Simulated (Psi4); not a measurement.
Psi4 1.11, unrestricted PBE/def2-svp: F[C](F)F, charge 0, multiplicity 2, 4 atoms. The geometry is a generated start, not checked to be a minimum at this level.

```
Quantity                              Value
--------------------------  ---------------
task                                 energy
method                                  pbe
basis                              def2-svp
memory                                 3 GB
maxiter                                 100
keys of the molecule block      symmetry c1
scf_type                       df (default)
e_convergence               1e-06 (default)
d_convergence               1e-06 (default)
dft_radial_points              75 (default)
dft_spherical_points          302 (default)
basis functions                          56
grid points                           87113
```

```xyz
4

F     -0.6121     1.1075    -0.0799
C     -0.0037    -0.0035     0.2814
F     -0.6503    -1.0831    -0.1153
F      1.2660    -0.0208    -0.0861
```

Charge 0 and multiplicity 2 are set for this test and not shown to be the ground state.

With the defaults (diis = true, scf_initial_accelerator = adiis, damping_percentage = 0, soscf = false, soscf_start_convergence = 0.01, guess = auto, which took SAD, level_shift = 0, level_shift_cutoff = 0.01, diis_max_vecs = 10, diis_start = 1) it converges in 8 SCF iterations. One run each on 2 threads, with these changes:
- soscf = true
- diis = false, scf_initial_accelerator = none, damping_percentage = 60
- soscf = true, soscf_start_convergence = 0.1
- guess = core
- diis_start = 4
- diis_max_vecs = 20
- level_shift = 0.1, level_shift_cutoff = 0.001
- damping_percentage = 60
- diis_max_vecs = 6

**Question.** Which of these changes keep the SCF from converging, or lead it to another solution?

**Answer.** No convergence: diis = false, scf_initial_accelerator = none, damping_percentage = 60 (the run ends without SCF convergence in 100 iterations). The rest reach the solution of the defaults.

| setting | SCF iterations | JK calls | end |
|---|---|---|---|
| soscf = true | 6 | 22 | same solution |
| soscf = true, soscf_start_convergence = 0.1 | 6 | 22 | same solution |
| the defaults | 8 | 9 | same solution |
| level_shift = 0.1, level_shift_cutoff = 0.001 | 8 | 9 | same solution |
| diis_max_vecs = 6 | 8 | 9 | same solution |
| diis_max_vecs = 20 | 8 | 9 | same solution |
| guess = core | 12 | 12 | same solution |
| diis_start = 4 | 12 | 13 | same solution |
| damping_percentage = 60 | 63 | 64 | same solution |
| diis = false, scf_initial_accelerator = none, damping_percentage = 60 | 100 | 101 | no convergence |

An SOSCF iteration holds several JK calls; a Hückel guess adds calls on atoms.
